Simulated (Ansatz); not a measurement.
# Effect of pressure 30 GPa on VO2

Consider VO2 in the rutile structure (space group P4_2/mnm, No. 136; a = 4.537 Å, c = 2.803 Å; ferromagnetic).

One thing is altered: a hydrostatic pressure of 30 GPa.

All numbers come from PBEsol, PAW, 420 eV (Ansatz, an electronic-structure program; scalar-relativistic without spin-orbit coupling), earlier PAW set. Γ-centred 10×10×17 mesh, Fermi–Dirac width 0.05 eV.

The density grows by 0.49 g/cm³ (4.77 g/cm³ → 5.26 g/cm³) and the lattice parameter a decreases by 0.136 Å (4.537 Å → 4.401 Å). The c/a ratio drops by 0.004 (0.618 → 0.614) and the shortest interatomic distance drops by 0.067 Å, from 1.905 Å to 1.838 Å. The enthalpy H = E + PV relative to the base's energy is +1.71 eV/atom and the band gap remains zero. The magnetic state remains ferromagnetic.

Final structure:

```yaml
crystal:
  lattice:
    - [4.40127, 0.00000, 0.00000]
    - [0.00000, 4.40127, 0.00000]
    - [0.00000, 0.00000, 2.70297]
  atoms:
    - { symbol: V, position: [0.00000, 0.00000, 0.50000] }
    - { symbol: V, position: [0.50000, 0.50000, 0.00000] }
    - { symbol: O, position: [0.29526, 0.29526, 0.50000] }
    - { symbol: O, position: [0.70474, 0.70474, 0.50000] }
    - { symbol: O, position: [0.79526, 0.20474, 0.00000] }
    - { symbol: O, position: [0.20474, 0.79526, 0.00000] }
```

Other magnetic orders, which the real material may have, were not ruled out. Load acts through the strain it causes; cell and atoms are relaxed under it. No phonon test of stability was made. No other phases were tried under pressure. No Hubbard U is applied, and correlation can decide whether such a compound is a metal. The base started in Pnnm and relaxed to P4_2/mnm at this level.
